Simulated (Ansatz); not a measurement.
The reference is Pt in the fcc (Cu type) structure (space group Fm-3m, No. 225; a = 3.920 Å; relaxed with 0.1 eV smearing). Axes: x, y, z lie along the cube axes.

Computed with PBEsol in Ansatz (plane waves to 420 eV, PAW, no SOC).

Modification: tensile biaxial strain of 0.42 % in the plane normal to [111], as in epitaxy on a mismatched substrate; the out-of-plane cell vector and the atoms relax.

Task: How does this affect the energy relative to the base?

Result: The energy rises by 0.6 meV/atom.

Task: Predict the new out-of-plane strain.

Result: The out-of-plane strain comes out as -0.47 %.

No phonon test of stability was made. All final runs are without spin polarisation.

Ansatz is a quantum-chemistry and plane-wave program.
